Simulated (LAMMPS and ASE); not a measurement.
Interatomic potentials scored against PBE on 6 thermal frames of As2S3 melt or glass, 70 atoms, from CHGNet MD at 530 K and 0 GPa (started from the melt; by its diffusion the run was liquid).

Reference: DFT, PBE, plane waves, Ansatz's soft norm-conserving pseudopotentials, run with Ansatz at one k-point, whose own sampling error enters the misses (most for metals); rms force 0.84 eV/Å, static pressure 1.1 GPa, which carries the basis error of a finite cutoff. Potentials ran in LAMMPS and ASE. The frames were drawn by MD with CHGNet 0.3.0, so they lie where that potential goes, which can favour it. The MPtrj networks were trained on PBE and PBE+U, and their training set holds relaxations of crystals, many of these compositions among them. Potentials trained on another functional, or fitted to measurement, also carry the gap between that and the reference.

- SevenNet-l3i5: SevenNet-l3i5, trained on MPtrj
- SevenNet-0: SevenNet-0, trained on MPtrj
- CHGNet r2SCAN: CHGNet transfer-learned on r2SCAN data
- CHGNet 0.3.0: CHGNet 0.3.0, trained on MPtrj (PBE and PBE+U)

| potential | force RMSE (eV/Å) | RMSE over rms force | force correlation | relative energy RMSE (meV/atom) | static pressure miss (GPa) |
|---|---|---|---|---|---|
| SevenNet-l3i5 | 0.31 | 0.37 | 0.94 | 10 | -0.3 |
| SevenNet-0 | 0.39 | 0.47 | 0.90 | 11 | -0.4 |
| CHGNet 0.3.0 | 0.50 | 0.59 | 0.87 | 16 | -0.8 |
| CHGNet r2SCAN | 0.67 | 0.80 | 0.69 | 16 | -1.9 |
